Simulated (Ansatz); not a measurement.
What isotropic strain +2.48 % does to Li2Si

Take Li$_{2}$Si (space group R-3m, No. 166; a = 4.305 Å, c = 18.357 Å (hexagonal axes); a cell from a computed database, its experimental status unchecked) as the base.

One thing is altered: an isotropic linear strain of +2.48 %, atoms relaxed at fixed cell.

Calculations: PBEsol in Ansatz (plane waves to 420 eV, PAW, no spin-orbit coupling). Γ-centred 13×13×13 mesh, Fermi–Dirac width 0.05 eV.

The space group is still R-3m (No. 166) and the shortest interatomic distance goes up by 0.015 Å to 2.288 Å. The energy increases by 9.0 meV/atom and the pressure (mean of the normal stresses, compression positive) goes from zero to -2.2 GPa. The band gap remains zero.

No phonon test of stability was made. The final runs are not spin-polarised.

Ansatz is an electronic-structure program.
